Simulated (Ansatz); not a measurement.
**Competing hops of Al-vacancy pair in fcc Rh, neutral cell**

Defect: Al-vacancy pair (Al on one host Rh site, one Rh site vacant) in fcc Rh, neutral cell. The numbers are results of PBE, PAW (plane waves to 420 eV; Ansatz, an electronic-structure program), not measurements.

Cell of 32 host sites held at the relaxed PBE lattice; a 2×2×2 k-point mesh shifted by half a step; Fermi-Dirac width 0.10 eV, spin-restricted; finite-size errors left in. No zero-point or tunnelling terms. Forms of the defect that were not tried may lie lower.

Barriers: single points on a 4×4×4 k-point mesh shifted by half a step at the bands' geometries.

```
Route                                                                                                                 Start site over the lowest site run (eV)  Hop (Å)  Forward barrier (eV)  Backward barrier (eV)                                               Neighbours at the start                                        Neighbours at the saddle                        Saddle order  Forward, on the band's own sampling (eV)
--------------------------------------------------------------------------------------------------------------------  ----------------------------------------  -------  --------------------  ---------------------  --------------------------------------------------------------------  --------------------------------------------------------------  ----------------------------------  ----------------------------------------
Al and the vacancy change places (Al-vacancy distance between ideal sites 2.71 Å throughout)                                                              0.00     2.60                  0.70                   0.70                4 Rh at 2.68, 2 Rh at 2.72, 4 Rh at 2.74, Rh at 2.75 Å                      4 Rh at 2.43, 2 Rh at 3.01, 2 Rh at 3.02 Å  not checked, on a symmetry element                                      0.72
one Rh atom jumps into the vacancy from a nearby Rh site (Al-vacancy distance between ideal sites 2.71 Å throughout)                                      0.00     2.69                  1.56                   1.56  Al at 2.68; 3 Rh at 2.70, 2 Rh at 2.70, 3 Rh at 2.72, 2 Rh at 2.72 Å  Al at 2.40; Rh at 2.48, Rh at 2.51, Rh at 2.62, 2 Rh at 2.85 Å  not checked, on a symmetry element                                      1.59
```

Paths come from CI-NEB runs. Of the routes that converged and passed our checks, the lowest saddle point lies 0.70 eV above the lowest of the sites run (Al and the vacancy change places (Al-vacancy distance between ideal sites 2.71 Å throughout)); other sites, such as split forms, and other routes may lie lower. A band can be held on a symmetry element, so unchecked saddle points there may be too high.

The whole set of runs took very roughly 1.5 core-hours.
